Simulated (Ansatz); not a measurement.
**A computed series for MoS2: pressure series**

Take MoS2 in the 2H-MoS2 type structure (space group P6_3/mmc, No. 194; a = 3.149 Å, c = 12.092 Å; layered, stacked along the Cartesian z axis) as the base.

Cell and atoms are relaxed at each pressure.

All numbers come from Kohn–Sham DFT with the PBE-D3(BJ) functional, run in Ansatz (a first-principles code) with PAW and 420 eV plane waves, spin-orbit coupling left out, earlier PAW set.

Q: Only one of these has no band gap. Which?
(A) pressure 4.2 GPa
(B) pressure 1.8 GPa
(C) pressure 18 GPa
(D) pressure −2 GPa

A: C, pressure 18 GPa. Computed: pressure −2 GPa: 1.04 eV; pressure 1.8 GPa: 0.64 eV; pressure 4.2 GPa: 0.51 eV; pressure 18 GPa: zero

Load acts through the strain it causes; cell and atoms are relaxed under it. Stability against distortions was not tested. Competing high-pressure phases were not computed. The final runs are not spin-polarised. The zero or small gap of MoS2 under pressure 18 GPa can change with the level of theory.
